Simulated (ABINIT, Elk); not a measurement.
An Elk input for a self-consistent single point of Ta (Im-3m, 1 atom in the cell) (DFT, PBE, all-electron FP-LAPW, Elk's shipped species files, default APW+lo basis):

```
tasks
  0

xctype
  20

rgkmax
  7.0

rmtscf
  0.91

stype
  3

swidth
  0.00183747

scale
  5.400617739

avec
   -0.5773502692    0.5773502692    0.5773502692
    0.5773502692   -0.5773502692    0.5773502692
    0.5773502692    0.5773502692   -0.5773502692

sppath
  './'

atoms
  1   : nspecies
  'Ta.in'   : spfname
  1   : natoms; atposl, bfcmt below
  0.0000000000  0.0000000000  0.0000000000    0.0 0.0 0.0

ngridk
  14 14 14
```

Give the ABINIT input for the same structure, mesh, smearing and functional.

This is the input that was run; spellings and numerical settings could be chosen otherwise.

```
# Ta, PseudoDojo nc-sr-05 PBE standard
pp_dirpath "./"
pseudos "Ta.upf"
acell 2.8578838325 2.8578838325 2.8578838325 Angstrom
rprim
        -0.5773502692    0.5773502692    0.5773502692
         0.5773502692   -0.5773502692    0.5773502692
         0.5773502692    0.5773502692   -0.5773502692
natom 1
ntypat 1
znucl 73
typat 1
xred    0.0000000000    0.0000000000    0.0000000000
ecut 58 Ry
occopt 3
tsmear 0.05 eV
nband 12
kptopt 1
ngkpt 14 14 14
nshiftk 1
shiftk 0 0 0
nstep 100
tolvrs 1.0e-11
prtwf 0
prtden 0
enunit 1
```

Basis settings and potentials, where a program has them, do not carry over. This input uses DFT, PBE, plane waves, norm-conserving pseudopotentials (PseudoDojo nc-sr-05 PBE standard).

The starting cell has typed, rounded lattice constants, without a prior relaxation at this level.
